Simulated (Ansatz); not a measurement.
# ZnAu in the CsCl type structure (space group Pm-3m, No. 221)

```cif
data_AuZn
_chemical_formula_sum 'Zn1 Au1'
_space_group_name_H-M_alt 'Pm-3m'
_space_group_IT_number 221
_space_group_name_Hall '-P 4 2 3'
_cell_length_a 3.12862
_cell_length_b 3.12862
_cell_length_c 3.12862
_cell_angle_alpha 90.000
_cell_angle_beta 90.000
_cell_angle_gamma 90.000
loop_
_atom_site_label
_atom_site_type_symbol
_atom_site_symmetry_multiplicity
_atom_site_Wyckoff_symbol
_atom_site_fract_x
_atom_site_fract_y
_atom_site_fract_z
_atom_site_occupancy
Zn1 Zn 1 b 0.50000 0.50000 0.50000 1
Au1 Au 1 a 0.00000 0.00000 0.00000 1
```

Computed with PBEsol (Ansatz, a program for electronic structure), no spin-orbit coupling. Settings: 15×15×15 k-points, 0.05 eV Fermi–Dirac smearing.

```json
{
 "volume_per_atom": "15.31 Å³",
 "density": "14.23 g/cm³",
 "band_gap": "zero",
 "total_energy": "-8144.228 eV/atom (σ→0; compares only within this code and set-up)"
}
```

Stability against distortions was not tested.
